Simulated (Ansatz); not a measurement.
## A computed series for TiN: response to strain

Base system: TiN in the rock salt structure (space group Fm-3m, No. 225; a = 4.204 Å). Axes: x, y, z lie along the cube axes.

Strains are applied to the cell and any free atomic positions relax; under biaxial strain the out-of-plane vector relaxes too.

Calculations: PBEsol, PAW, 420 eV (Ansatz, a first-principles code; spin-orbit coupling left out).

Candidates:
(a) biaxial strain −2.42 %, plane normal [001], relaxed out of plane
(b) uniaxial strain ε_yy = +4.99 %
(c) biaxial strain −0.29 %, plane normal [111], relaxed out of plane
(d) strain tensor (xx, yy, zz, yz, xz, xy) = (−1.62, +1.87, +1.63, +0.05, −0.31, +0.26) %
(e) strain tensor (xx, yy, zz, yz, xz, xy) = (+0.82, −0.32, −0.75, −0.68, −0.29, −0.48) %

Notes on the quantities. energy relative to the base: free energy F.

Task: Order them by energy relative to the base, lowest first.

Result: (c) biaxial strain −0.29 %, plane normal [111], relaxed out of plane (+0.3 meV/atom), (e) strain tensor (xx, yy, zz, yz, xz, xy) = (+0.82, −0.32, −0.75, −0.68, −0.29, −0.48) % (+3.5 meV/atom), (d) strain tensor (xx, yy, zz, yz, xz, xy) = (−1.62, +1.87, +1.63, +0.05, −0.31, +0.26) % (+14 meV/atom), (a) biaxial strain −2.42 %, plane normal [001], relaxed out of plane (+27 meV/atom), (b) uniaxial strain ε_yy = +4.99 % (+38 meV/atom)

Without a gap, meshes like the base's 19×19×19 leave anisotropic stresses uncertain by several tenths of a GPa, and small strain energies with them. No phonon test of stability was made. The final runs are not spin-polarised. An odd electron count without spin: TiN.
